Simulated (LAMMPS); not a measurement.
LAMMPS input (classical MD, pair style tersoff, file SiC_1994.tersoff):

```
units metal
atom_style atomic
atom_modify map array
boundary p p p
read_data cell.data
replicate 5 5 5
pair_style tersoff
pair_coeff * * SiC_1994.tersoff Si C
mass 1 28.0850
mass 2 12.0110
neighbor 1.5 bin
neigh_modify every 1 delay 0 check yes one 6000 page 200000
timestep 0.0005
compute xu all property/atom xu yu zu
thermo_style custom step temp pe etotal enthalpy press vol lx ly lz
thermo_modify norm no flush no
thermo 1000
fix br all box/relax aniso 0 vmax 0.001
min_style cg
minimize 0 0.0001 3000 15000
unfix br
velocity all create 400 8737629 dist gaussian mom yes
fix md0 all npt temp 200 200 0.1 aniso 0 0 1.0 drag 1.0
run 20000
unfix md0
fix md0 all npt temp 200 200 0.1 aniso 0 0 1.0
run 60000
unfix md0
change_box all x final 0 21.52107 y final 0 21.52140 z final 0 21.52144 remap units box
fix md0 all nvt temp 200 200 0.1
run 6000
unfix md0
fix md0 all nvt temp 200 200 1.0
run 60000
unfix md0
fix md0 all nve
run 16000
unfix md0
```

cell.data:

```
C4Si4

8 atoms
2 atom types

0 4.360000 xlo xhi
0 4.360000 ylo yhi
0 4.360000 zlo zhi

Masses

1 28.0850 # Si
2 12.0110 # C

Atoms # atomic

1 1 0.000000 0.000000 0.000000
2 2 1.090000 1.090000 3.270000
3 1 0.000000 2.180000 2.180000
4 2 1.090000 3.270000 1.090000
5 1 2.180000 0.000000 2.180000
6 2 3.270000 1.090000 1.090000
7 1 2.180000 2.180000 0.000000
8 2 3.270000 3.270000 3.270000
```

Task: Give the state found, the enthalpy per atom, the first peak of g(r), C-Si, the coordination number of C by Si as this potential yields it.

Result: state found: crystal; no diffusion seen in 30 ps; enthalpy per atom: -6.3843 ± 0.0001 eV; first peak of g(r), C-Si: 1.86 Å, height 26.2; coordination number of C by Si: 4.00 (counted to 2.54 Å).

Caution: nuclei are classical, which matters for such light atoms.
